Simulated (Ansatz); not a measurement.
An Ansatz (a first-principles code) input (PBE (Ansatz, PAW, no spin-orbit coupling)):

Ansatz 0.2 input:
```yaml
crystal:
  lattice:
    - [5.6565771073, 0, 0]
    - [0, 5.6565771073, 0]
    - [0, 0, 5.6565771073]
  atoms:
    - { symbol: Zn, position: [0.25, 0, 0.5] }
    - { symbol: Zn, position: [0.5, 0.25, 0] }
    - { symbol: Zn, position: [0.5, 0.75, 0] }
    - { symbol: Zn, position: [0.75, 0, 0.5] }
    - { symbol: Zn, position: [0, 0.5, 0.75] }
    - { symbol: Zn, position: [0, 0.5, 0.25] }
    - { symbol: O, position: [0.25, 0.5, 0] }
    - { symbol: O, position: [0, 0.25, 0.5] }
    - { symbol: O, position: [0, 0.75, 0.5] }
    - { symbol: O, position: [0.75, 0.5, 0] }
    - { symbol: O, position: [0.5, 0, 0.75] }
    - { symbol: O, position: [0.5, 0, 0.25] }
basis: { ecutwfc: 420, ecutrho_ratio: 4, xc_grid: 2, fft_grid_basis: typed }
kpoints: { mp_grid: { grid: [5, 5, 5] } }
hamiltonian:
  xc: pbe
  dispersion: none
  pseudopotentials: { kind: paw }
scf: { occupations: { method: fermi_dirac, width: 0.05 }, convergence: { dr2_threshold: 0.0000000012 } }
output: { forces: true, stress: true }
checkpoint: { write: state.ck, write_every: 1000 }
```

**Question.** Which symmetry and how many k-points will the program report, and about how many plane waves at Γ?

**Answer.** Space group Pm-3n (ITA 223) with 48 operations, k-points 10 of 125, and 3575 plane waves at Γ.

Stability against distortions was not tested. The cell is ZnO (space group Pm-3n, No. 223; a hypothetical phase, not in the database extracts checked).
